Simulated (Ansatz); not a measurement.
The reference is MoTe$_{2}$ in the 2H-MoS2 type structure (space group P6_3/mmc, No. 194; a = 3.497 Å, c = 13.696 Å; layered, stacked along the Cartesian z axis).

Computed with Kohn–Sham DFT with the PBE-D3(BJ) functional, run in Ansatz (a first-principles code) with PAW and 420 eV plane waves, spin-orbit coupling left out.

One change was made to it. Results:

```csv
quantity,base,after
shortest interatomic distance,2.716 Å,2.632 Å
band gap,0.60 eV,zero
```

Q: Name the change that was made.
A. pressure 0.9 GPa
B. pressure −2 GPa
C. pressure −1 GPa
D. pressure 22.5 GPa
E. pressure 9 GPa

A: D, pressure 22.5 GPa. For comparison, the shortest interatomic distance in the other runs: pressure 0.9 GPa gives 2.711 Å; pressure −1 GPa gives 2.722 Å; pressure 9 GPa gives 2.675 Å; pressure −2 GPa gives 2.729 Å.

A case with no gap was solved on a k-mesh chosen for an insulator, which is coarse for it. Spin-orbit coupling, missing from the scalar runs, can matter with Te. Load acts through the strain it causes; cell and atoms are relaxed under it. Stability against distortions was not tested. Competing high-pressure phases were not computed. The final runs are not spin-polarised. The D3 term's C6 switches between coordination references near this geometry, which can add small steps to energies. A zero or small gap of MoTe2 under pressure 22.5 GPa and MoTe2 under pressure 9 GPa can be the functional's error rather than a property of the material.
